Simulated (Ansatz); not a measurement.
Effect of 5 layers on hypothetical diamond Ag

Consider Ag in the diamond structure (space group Fd-3m, No. 227; a = 6.038 Å; a hypothetical phase, not in the database extracts checked). Axes: x, y, z lie along the cube axes.

The change: a free-standing slab of 5 layers (10 atoms, 2 a layer) is cut normal to [110], with 15 Å of vacuum and the in-plane cell held at bulk.

Level of theory: Ansatz (a program for electronic structure) PBEsol, spin-orbit coupling left out. k-mesh 11×8×1 (Γ-centred); smearing 0.05 eV (Fermi–Dirac), for the changed cell.

* **Shortest interatomic distance**: 2.615 Å (base 2.615 Å)
* **Band gap**: zero (base zero)
* **Excess energy per area of both faces (slab less bulk energy over the cell's area: twice a surface energy)**: 0.9 J/m² (uncertain by up to 0.06 J/m²)
* **Thickness between the outermost nuclei**: 8.63 Å
* **Change of the spacing d23 from its bulk value of 2.135 Å**: +1.0 %

Final structure:

```yaml
crystal:
  lattice:
    - [4.26970, 0.00000, 0.00000]
    - [0.00000, 6.03827, 0.00000]
    - [0.00000, 0.00000, 23.53941]
  atoms:
    - { symbol: Ag, position: [0.75000, 0.49841, 0.31663] }
    - { symbol: Ag, position: [0.25000, 0.75159, 0.31663] }
    - { symbol: Ag, position: [0.25000, 0.99992, 0.40844] }
    - { symbol: Ag, position: [0.75000, 0.25008, 0.40844] }
    - { symbol: Ag, position: [0.75000, 0.49894, 0.50000] }
    - { symbol: Ag, position: [0.25000, 0.75106, 0.50000] }
    - { symbol: Ag, position: [0.25000, 0.99992, 0.59156] }
    - { symbol: Ag, position: [0.75000, 0.25008, 0.59156] }
    - { symbol: Ag, position: [0.75000, 0.49841, 0.68337] }
    - { symbol: Ag, position: [0.25000, 0.75159, 0.68337] }
```

Slab and bulk use different k-meshes, which limits the precision of the excess energy. Whether these cells are dynamically stable was not tested.
